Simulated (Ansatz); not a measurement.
Start from MoS$_{2}$ in the 3R-MoS2 type structure (space group R3m, No. 160; a = 3.116 Å, c = 17.356 Å (hexagonal axes); layered, stacked along the Cartesian z axis).

It is then changed as follows: a free-standing slab of 1 layer (3 atoms, 3 a layer) is cut normal to the stacking axis, with 15 Å of vacuum and the in-plane cell relaxed.

Levels (all Ansatz, a program for electronic structure, PAW): PBEsol-D3(BJ) (420 eV, no spin-orbit coupling); r2SCAN (500 eV, no spin-orbit coupling); HSE06 (420 eV, no spin-orbit coupling).

At the geometry relaxed with PBEsol-D3(BJ), these levels gave the following band gaps, in shuffled order: (a) 2.39 eV, (b) 2.01 eV, (c) 1.90 eV.

Problem. Match each gap to its level.

Solution. (a) HSE06; (b) r2SCAN; (c) PBEsol-D3(BJ).

Single points use the geometry relaxed with PBEsol-D3(BJ). The hybrid gap comes from the SCF mesh plus the semilocal run's edge points and a few special points and is an upper bound. No phonon test of stability was made.
